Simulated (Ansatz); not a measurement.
Start from Pt in the fcc (Cu type) structure (space group Fm-3m, No. 225; a = 3.895 Å; relaxed with 0.1 eV smearing). Axes: x, y, z lie along the cube axes.

Method: Ansatz (a program for electronic structure), LDA, PAW, cutoff 420 eV, no spin-orbit coupling.

For the base:

* **Volume per atom**: 14.78 Å³

Perturbation: biaxial strain −0.83 %, plane normal [111], relaxed out of plane (Cartesian); in-plane vectors clamped, the third vector and the atoms free.

Task: Estimate the effect on the in-plane stress and volume per atom.

Result: The mean in-plane stress (compression positive) comes out as +3.4 GPa; the volume per atom drops by 0.103 Å³, from 14.78 Å³ to 14.67 Å³.

No phonon test of stability was made. All final runs are without spin polarisation.
